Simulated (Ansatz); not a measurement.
## What pressure 30 GPa does to GaN

Take GaN in the wurtzite structure (space group P6_3mc, No. 186; a = 3.2186 Å, c = 5.2435 Å) as the base.

One thing is altered: cell and atoms relaxed at a pressure of 30 GPa.

The values are results of PBE (Ansatz, a program for electronic structure; PAW; 420 eV plane waves; without spin-orbit coupling), earlier PAW set, not measurements. Γ-centred 12×12×6 mesh, Fermi–Dirac width 0.05 eV.

The volume per atom drops by 1.44 Å³ (11.76 Å³ → 10.32 Å³) and the lattice parameter a falls by 0.138 Å, from 3.219 Å to 3.081 Å. The c/a ratio hardly moves (1.629 against 1.630) and the shortest interatomic distance drops by 0.083 Å to 1.884 Å. The enthalpy H = E + PV relative to the base's energy amounts to +2.05 eV/atom and the band gap goes up by 0.87 eV (1.71 eV → 2.58 eV). The gap character remains direct at Γ and the width of the top valence band increases by 0.46 eV, from 2.67 eV to 3.13 eV. The electron mass becomes 0.20 mₑ along c, 0.23 mₑ across (at Γ) (base: 0.14 mₑ along c, 0.16 mₑ across (at Γ)) and the valence-band top at Γ (three highest levels, from the VBM) changes from 0.00, 0.00, -0.04 eV to 0.00, 0.00, -0.06 eV.

Cost of the whole job for the changed cell (relaxation, final SCF and bands): around 70 core-seconds (rough).

Load acts through the strain it causes; cell and atoms are relaxed under it. Masses are band curvatures over ±0.01 Å⁻¹ around the edge. No phonon test of stability was made. Tetrahedral semiconductors of this kind turn to denser phases somewhere between about 1 and 50 GPa; those were not computed, so compressed cells here can lie past the real transition.
